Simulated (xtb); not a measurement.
xtb 6.7.1, GFN1-xTB: Hf(Cl)3(OSiH3) triplet ([SiH3][O][Hf]([Cl])([Cl])[Cl]), charge 0, multiplicity 3, 9 atoms. The geometry is a generated start, not checked to be a minimum at this level.

```json
{
  "run_flags": "--grad",
  "method": "GFN1-xTB",
  "--acc": "1 (default)",
  "--etemp (K)": "300 (default)",
  "basis_functions": "60",
  "valence_electrons": "38"
}
```

```xyz
9

Hf     0.3162     0.6373     1.3049
Cl     2.1199     1.6618     2.1740
Cl    -0.7968    -0.2205     3.0608
Cl    -1.0080     2.2284     0.4340
O      0.6150    -0.5831    -0.0540
Si    -0.1634    -0.8716    -1.4534
H     -1.5176    -1.3476    -1.1199
H      0.6355    -1.8911    -2.1273
H     -0.2007     0.3864    -2.2192
```

Charge 0 and multiplicity 3 are set for this test and not shown to be the ground state. GFN-xTB has no spin term: --uhf 2 sets the occupations alone.

One run each on 1 thread. Values of broydamp tried: 0.02, 0.05, 0.1, 0.2, 0.4 (default), 0.6, 0.8, 1.

Question: Predict the course of the SCC iterations along this series.

Answer: Fewest SCC iterations, within one of each other: 0.2 with 23, 0.6 with 22. The count rises to 46 at 0.02. All converge to one solution.

| broydamp | SCC iterations | end |
|---|---|---|
| 0.02 | 46 | same solution |
| 0.05 | 27 | same solution |
| 0.1 | 26 | same solution |
| 0.2 | 23 | same solution |
| 0.4 (default) | 24 | same solution |
| 0.6 | 22 | same solution |
| 0.8 | 25 | same solution |
| 1 | 27 | same solution |
